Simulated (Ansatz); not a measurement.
Ansatz (a first-principles code) run on Zr3AlN2 (P6_3/mmc, 12 atoms in the cell): self-consistent single point.

Level of theory: PBE (plane waves, PAW; Ansatz).

```
Zr3AlN2
1.0
    3.11654     0.00000     0.00000
   -1.55827     2.69900     0.00000
    0.00000     0.00000    17.95541
Zr Al N
6 2 4
Direct
  0.00000   0.00000   0.00000
  0.00000   0.00000   0.50000
  0.33333   0.66667   0.13500
  0.66667   0.33333   0.63500
  0.66667   0.33333   0.86500
  0.33333   0.66667   0.36500
  0.00000   0.00000   0.25000
  0.00000   0.00000   0.75000
  0.33333   0.66667   0.57250
  0.66667   0.33333   0.07250
  0.66667   0.33333   0.42750
  0.33333   0.66667   0.92750
```

Reference input (self-consistent single point, DFT, PBE, plane waves, default PAW files): basis.ecutwfc = 420 eV; kpoints.mp_grid.grid = 10 10 2; hamiltonian.xc = pbe; hamiltonian.pseudopotentials = {kind: paw} (the program's default PAW files); scf.occupations.method = fermi_dirac; scf.occupations.width = 0.1 eV. This run's input differs from it in these lines:

Ansatz 0.2 input:
```diff
@@ -21,3 +21,3 @@
 kpoints:
-  mp_grid: { grid: [10, 10, 2] }
+  mp_grid: { grid: [12, 12, 2] }
 hamiltonian:
@@ -26,3 +26,3 @@
 scf:
-  occupations: { method: fermi_dirac, width: 0.1 eV }
+  occupations: { method: fermi_dirac, width: 0.3 eV }
 output:
```

Output (repeated stretches shortened):

```
SCF iter   1: F=—  HF=-27726.570106 eV  |F-HF|=—  |Δ(HF+E_count)|=         —  Δρ=3.27e-3  dr2=3.63e-2  ethr=1.77e-3  ⟨swp⟩=5.4  Hψ=9846  notcnv=0
all-band conjugate gradients solve this SCF's bands
preconditioner: auto → Kerker (q_TF=auto, 2.539 Å⁻¹)
SCF iter   2: F=—  HF=-27726.567176 eV  |F-HF|=—  |Δ(HF+E_count)|=   2.93e-3  Δρ=1.84e-3  dr2=1.47e-2  ethr=3.71e-5  ⟨swp⟩=1.1  Hψ=2895  notcnv=0
SCF iter   3: F=—  HF=-27726.565778 eV  |F-HF|=—  |Δ(HF+E_count)|=   1.40e-3  Δρ=6.89e-4  dr2=9.32e-4  ethr=1.50e-5  ⟨swp⟩=1.3  Hψ=2531  notcnv=0
SCF iter   4: F=—  HF=-27726.565583 eV  |F-HF|=—  |Δ(HF+E_count)|=   1.95e-4  Δρ=1.98e-4  dr2=1.01e-4  ethr=9.51e-7  ⟨swp⟩=2.0  Hψ=3474  notcnv=0
SCF iter   5: F=—  HF=-27726.565571 eV  |F-HF|=—  |Δ(HF+E_count)|=   1.23e-5  Δρ=5.13e-5  dr2=4.83e-6  ethr=1.04e-7  ⟨swp⟩=2.0  Hψ=3267  notcnv=0
SCF iter   6: F=—  HF=-27726.565289 eV  |F-HF|=—  |Δ(HF+E_count)|=   2.82e-4  Δρ=1.35e-5  dr2=2.29e-7  ethr=4.93e-9  ⟨swp⟩=2.4  Hψ=4286  notcnv=0
SCF iter   7: F=-27726.565289 eV  HF=-27726.565289 eV  |F-HF|=4.45e-9  |Δ(HF+E_count)|=   1.48e-8  Δρ=2.31e-6  dr2=1.07e-8  ethr=1.02e-10  ⟨swp⟩=7.1  Hψ=8681  notcnv=0
SCF 1 converged in 7 iterations: F = -27726.565289 eV  dr2 = 1.07e-8
Free energy (F): -27726.565289 eV
Internal energy: -27725.303977 eV  (E = F + TS)
E sigma→0 (E₀):  -27725.934633 eV
Entropy (-TS):   -1.261312 eV (-105.109 meV/atom)
Fermi energy:    17.212200 eV
--- Forces (eV/Å), atoms counted from 1 ---
  atom   1  Zr     0.00000000     0.00000000     0.00000000
  atom   2  Zr     0.00000000     0.00000000     0.00000000
  atom   3  Zr     0.00000000     0.00000000     1.37808690
  atom   4  Zr    -0.00000000    -0.00000000     1.37808690
  atom   5  Zr    -0.00000000    -0.00000000    -1.37808690
  atom   6  Zr     0.00000000     0.00000000    -1.37808690
  atom   7  Al    -0.00000000    -0.00000000     0.00000000
  atom   8  Al     0.00000000     0.00000000    -0.00000000
   [... lines left out ...]
  atom  12  N      0.00000000     0.00000000     1.19017875
--- Stress (GPa, compression-positive) ---
       41.320904       0.000000      -0.000000
       -0.000000      41.320904       0.000000
       -0.000000       0.000000      52.079867
  P = ⅓ Tr σ = 44.9072 GPa (449.072 kbar)
  The stress holds the Pulay correction. Without it, at fixed plane waves, as pw.x and ABINIT print it: P = 44.6343 GPa
```

The run converged in 7 iterations. Against the reference run the free energy falls by 45.9 meV/atom, the pressure goes from 44.44 to 44.91 GPa and the largest force hardly changes (1.385 to 1.378 eV/Å).

The starting cell was generated: these elements placed on a structure prototype, without a prior relaxation; it need not be a known phase or ordering of this composition. With a pressure of about 45 GPa the cell is away from its equilibrium volume at this level. Forces in this geometry exceed 1 eV/Å. Ansatz's pressure includes its estimate of the finite-basis (Pulay) stress.
